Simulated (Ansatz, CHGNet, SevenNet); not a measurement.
**How well does each level of theory give the c axis length of rutile IrO2?**

Reference value: 3.159 Å (measured, room temperature, not corrected to a static lattice; as tabulated in Hiroi (2015), arXiv:1503.02262).

```json
[
 {"level (code)": "CHGNet 0.3.0", "value (Å)": "3.198"},
 {"level (code)": "SevenNet-0", "value (Å)": "3.185"},
 {"level (code)": "SevenNet-l3i5", "value (Å)": "3.189"},
 {"level (code)": "LDA (Ansatz)", "value (Å)": "3.136"},
 {"level (code)": "PBE (Ansatz)", "value (Å)": "(withheld)"},
 {"level (code)": "PBEsol (Ansatz)", "value (Å)": "3.154"},
 {"level (code)": "PBEsol+SOC (Ansatz)", "value (Å)": "3.155"},
 {"level (code)": "PBE-D3(BJ) (Ansatz)", "value (Å)": "3.172"},
 {"level (code)": "PBE-D4 (Ansatz)", "value (Å)": "3.171"},
 {"level (code)": "rVV10 (Ansatz)", "value (Å)": "3.215"},
 {"level (code)": "HSE06 (Ansatz)", "value (Å)": "3.135"},
 {"level (code)": "PBE0 (Ansatz)", "value (Å)": "3.138"}
]
```

Complete the blanks.


- PBE (Ansatz, a program for electronic structure), value (Å): 3.180

Differences against the reference: CHGNet 0.3.0 +1.23 %, SevenNet-0 +0.82 %, SevenNet-l3i5 +0.95 %, LDA -0.73 %, PBE +0.66 %, PBEsol -0.16 %, PBEsol+SOC -0.13 %, PBE-D3(BJ) +0.41 %, PBE-D4 +0.38 %, rVV10 +1.77 %, HSE06 -0.76 %, PBE0 -0.66 %.

The reference is not for a static lattice or low temperature, so close values are not ranked against it. Off by more than 1.75 %, or 2.45 % on the side where a correction would as a rule narrow the miss (bounds picked here): rVV10 (+1.77 %).

The reference isn't brought to a static lattice, while the calculations are for one, so the differences are not the levels' errors alone. The crystal itself was run without spin with LDA, PBE, PBEsol, PBE-D3(BJ), PBE-D4, rVV10, HSE06, PBE0; a magnetic state was not tried in these runs. Density-functional levels without +SOC have no spin–orbit coupling. PBE-D3(BJ), PBE-D4, rVV10, HSE06, PBE0: the run has no spin polarisation, so it can have missed a magnetic state. Cutoffs and k meshes differ between the levels. Ansatz's density-functional and Hartree–Fock values are scalar-relativistic unless marked +SOC, with PAW data made under PBE.

Machine-learned potentials (CHGNet 0.3.0, SevenNet-0, SevenNet-l3i5) are trained on DFT data: a solid inside that data is no test of them.

Differences are worked out from the printed values.
